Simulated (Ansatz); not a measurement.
Base system: CdS in the wurtzite structure (space group P6_3mc, No. 186; a = 4.197 Å, c = 6.830 Å). Axes: x lies along a and z along c of the hexagonal cell.

It is then changed as follows: tensile biaxial strain of 0.56 % in the plane normal to [001], as in epitaxy on a mismatched substrate; the out-of-plane cell vector and the atoms relax.

Levels (all Ansatz, a program for electronic structure, PAW, earlier PAW set): PBE (420 eV, no spin-orbit coupling); r2SCAN (500 eV, spin-orbit coupling left out); HSE06 (420 eV, without spin-orbit coupling); PBE+SOC (420 eV, spin-orbit coupling included).

One geometry, relaxed with PBE, under each level:

The valence-band top lists the three highest levels at Γ (Kramers pairs under SOC), from the VBM.

```csv
level,band gap,lowest conduction level above the VBM at special points,valence-band top at Γ,electron mass,pressure
PBE,1.11 eV,Γ 1.11 eV; A 2.73 eV; L 3.48 eV; M 3.62 eV,"0.00, 0.00, -0.01 eV","0.12 mₑ out of plane, 0.13 mₑ in plane (at Γ)",-3.3 kbar
r2SCAN,1.57 eV,Γ 1.57 eV; A 3.18 eV; L 3.88 eV; M 4.09 eV,–,"0.15 mₑ out of plane, 0.16 mₑ in plane (at Γ)",-17.3 kbar
HSE06,(withheld),(withheld),–,–,–
PBE+SOC,1.10 eV,Γ 1.10 eV; A 2.71 eV; L 3.47 eV; M 3.60 eV,"0.00, 0.00, -0.05 eV","0.12 mₑ out of plane, 0.13 mₑ in plane (at Γ)",-3.8 kbar
```

**Question.** Give the withheld HSE06 results.

**Answer.** 
- HSE06, band gap: 2.12 eV
- HSE06, lowest conduction level above the VBM at special points: Γ 2.12 eV; A 3.79 eV; L 4.51 eV

Single points use the geometry relaxed with PBE. Their cutoffs differ, which shifts pressures a little. Differences between runs with and without spin-orbit coupling are approximate. Effective masses come from finite differences of ±0.01 Å⁻¹. Stability against distortions was not tested.
